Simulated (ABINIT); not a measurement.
## Equation of state of antifluorite Mg2Sn (space group 225): energy against volume (ABINIT, LDA)

```
CELL_PARAMETERS angstrom
      0.00000     3.24854     3.24854
      3.24854     0.00000     3.24854
      3.24854     3.24854     0.00000
ATOMIC_POSITIONS crystal
  Mg 0.25000 0.25000 0.25000
  Mg 0.75000 0.75000 0.75000
  Sn 0.00000 0.00000 0.00000
```

Computed with LDA (PW92), norm-conserving pseudopotentials (PseudoDojo nc-sr-04 LDA standard) (plane waves; ABINIT). Settings: pseudos = [Mg.upf, Sn.upf]; ecut = 110 Ry; occopt = 3; tsmear = 0.01 eV; ngkpt = 9 9 9; nshiftk = 1; shiftk = 0 0 0; potentials = PseudoDojo nc-sr-04 LDA standard; nband = 23; kptopt = 1; nstep = 50; tolvrs = 1e-10. The cell above is the first row's. The rows scale it uniformly. In all rows fractional positions and the k mesh are held. E is the free energy at the stated smearing, counted from the lowest row.

| V (Å^3/atom) | E (meV/atom) |
|---|---|
| 22.855 | 22.44 |
| 23.351 | 11.41 |
| 23.848 | 4.23 |
| 24.345 | 0.55 |
| 24.842 | 0.00 |
| 25.339 | 2.25 |
| 25.836 | 7.03 |
| 26.332 | 14.11 |
| 26.829 | ? |

Problem. Fit E against V with the third-order Birch-Murnaghan form, a cubic in V^(-2/3), and predict the withheld value at V = 26.829.

Solution. With u = V^(-2/3) - 0.118, the rows have u = 0.006169, 0.004404, 0.002698, 0.001049, -0.000544, -0.002085, -0.003576, -0.005018. Least squares gives E = -0.151 + 55.9·u + 580517·u² + 648557·u³. Residuals (row less fit): 0.001, 0.000, -0.008, 0.003, 0.010, 0.000, -0.013, 0.006; standard error 0.010 (degrees of freedom: 4). Its minimum lies at u = -0.000048, so V0 = (0.117952)^(-3/2) = 24.69. There d²E/du² = 1161000 and d³E/du³ = 3891000, so B0 = (4/9) × 24.69^(-7/3) × 1161000 × 0.160218 = 46.6 GPa (the last factor turns the table's units into GPa), and B0' = 4 + (2/3) × 0.117952 × (3891000)/1161000 = 4.3. The program's pressures in the fitted runs (not shown) pass through zero at V = 24.69, 0.00 % from this V0. At the withheld row, u = -0.006417, so E = -0.151 + 55.9 × (-0.006417) + 580517 × (-0.006417)² + 648557 × (-0.006417)³ = 23.223 meV/atom. The calculation gives 23.25 meV/atom, 0.027 meV/atom above the prediction (0.1 % of the range of E in the table). The row lies outside the fitted rows, so this is an extrapolation. From the scatter of the fitted rows alone, a prediction at this place has a standard error of 0.023 meV/atom, so the miss is 1.2 times that.

Carrying the step between the two nearest rows on in a straight line would have given 21.20, off by 2.05; series whose last step already gives the withheld value aren't shown. The scan was laid around a cell of about the measured size, scaled by a guess for this functional. The runs keep the symmetry of the cell, so they don't test it for distortions. Cutoffs and mesh are single choices, not tested for convergence of this quantity. Series with a scatter that would blur these digits, or in which a gap closes, are not shown. Nor are scans whose minimum lies at an end fitted in this form.
